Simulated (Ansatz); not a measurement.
GaP (I-4m2), r2SCAN with spin-orbit coupling, rigid bands (Ansatz, a first-principles code): Condition of this run: biaxial stress in (001) of 1.4 GPa (compression positive) (the target of the relaxation). band gap 1.70 eV, N_c = 2.55e19 cm⁻³ and N_v = 1.09e19 cm⁻³ at 300 K, conductivity masses along z (a = (0.00, 2.69, 2.74) Å; b = (2.69, 0.00, 2.74) Å; c = (2.69, 2.69, 0.00) Å) of 0.246 mₑ (electrons) and 0.477 mₑ (holes). Take k_BT = 0.02585 eV.

**Question.** What built-in voltage has an abrupt junction with N_A = 1e16 and N_D = 1e17 cm⁻³, all dopants ionised?

**Answer.** V_bi = E_g/e − (k_BT/e) ln(N_c N_v/(N_A N_D)) = 1.70 − 0.02585 × 12.54 = 1.38 V. It follows the computed gap one for one.

**Question.** Find the intrinsic carrier density and the intrinsic Fermi level.

**Answer.** n_i = √(N_c N_v) exp(−E_g/2k_BT) = 1.67e19 × exp(−32.88) = 8.8e4 cm⁻³. The level lies (k_BT/2) ln(N_v/N_c) = -11 meV from mid-gap (positive towards the conduction band). Each 0.1 eV added to the gap lowers n_i by a factor of 6.9.

**Question.** What thermal injection velocity √(2k_BT/πm) limits a ballistic channel along the direction named?

**Answer.** 1.08e7 cm/s for electrons and 7.79e6 cm/s for holes, a ratio of √(m_h/m_e) = 1.39, for dilute carriers.

Rigid, parabolic bands with the computed gap; masses take one relaxation time for all states. Geometry: cell and atoms relaxed with PBEsol.
